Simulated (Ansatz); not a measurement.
Base system: Cu in the fcc (Cu type) structure (space group Fm-3m, No. 225; a = 3.630 Å; relaxed with 0.1 eV smearing).

Computed with Ansatz (an electronic-structure program) PBE, no spin-orbit coupling.

For the base:

```
Quantity   Result
--------  -------
Pressure  0.0 GPa
```

It is then changed as follows: an isotropic linear strain of −1.50 %, atoms relaxed at fixed cell.

Problem. Estimate the effect on the pressure.

Solution. The pressure goes from zero to 7.2 GPa.

Problem. Predict the new energy relative to the base.

Solution. The energy rises by 11 meV/atom.

No phonon test of stability was made. All final runs are without spin polarisation.
